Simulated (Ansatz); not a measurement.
Density of states of MgS (Fm-3m) above the conduction band minimum, PBEsol, rigid bands run with Ansatz (a program for electronic structure); cell volume 34.8 Å³.

| energy from edge (eV) | 10⁻³ states/eV/cell |
|---|---|
| 0.006 | 12.2 |
| 0.031 | 27.3 |
| 0.056 | 37.1 |
| 0.081 | 45.2 |
| 0.106 | 52.4 |
| 0.131 | 58.7 |
| 0.156 | 65.5 |
| 0.181 | 72.0 |
| 0.206 | 77.9 |
| 0.231 | 83.5 |
| 0.256 | 89.7 |
| 0.281 | 95.6 |
| 0.319 | 104 |
| 0.344 | 111 |
| 0.369 | 117 |
| 0.394 | 123 |
| 0.419 | 129 |
| 0.444 | 135 |
| 0.469 | 141 |
| 0.494 | 147 |
| 0.519 | 153 |
| 0.544 | 159 |
| 0.569 | 166 |
| 0.594 | 173 |

Problem. What effective density of states at 300 K does this give (∫ g(E) exp(−E/k_BT) dE, both spins, divided by the cell's size)?

Solution. 1.7e19 cm⁻³, a density-of-states mass of 0.77 mₑ, valleys and band degeneracy included.

Spin-orbit coupling is left out. Geometry: cell and atoms relaxed with PBEsol.
